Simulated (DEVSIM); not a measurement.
Structure: Pd/SiO2/p-Ge capacitor, at 300 K.

| layer (left to right) | material | thickness (nm) | Na (cm⁻³) |
|---|---|---|---|
| 1 | SiO2 | 30.0 | - |
| 2 | Ge | 1800 | 1.1e17 |

Metal gate on the left, work function 5.2 eV. Fixed charge at the semiconductor interface 2.5e11 cm⁻² (in units of +e); no interface traps.

The device is made up for the run: typed textbook-type constants, with dimensions and the other settings drawn at random. Values at 300 K.

```tsv
parameter	SiO2	Ge
gap (eV)	9	0.664
affinity (eV)	0.9	4
permittivity	3.9	16
Nc (cm⁻³)	-	1.04e19
Nv (cm⁻³)	-	6e18
```

DEVSIM, 1D Poisson equation in equilibrium, Boltzmann statistics, complete ionisation; no quantum confinement or tunnelling. Metal contacts follow the ideal Schottky-Mott rule: no Fermi-level pinning, no interface dipoles.

The interface trap density was swept, all else fixed.

| interface trap density (cm^-2 eV^-1) | flat-band voltage (V) | minimum of the low-frequency capacitance (μF/cm²) |
|---|---|---|
| 0 | 0.29 | 0.0733 |
| 1e10 | 0.29 | 0.0734 |
| 1e11 | 0.28 | 0.0752 |
| 3e11 | 0.25 | 0.0791 |
| 1e12 | 0.16 | 0.0874 |
| 2e12 | 0.02 | 0.0944 |

From the first row to the last the flat-band voltage goes from 0.29 to 0.02. From the first row to the last the minimum of the low-frequency capacitance goes from 0.0733 to 0.0944.
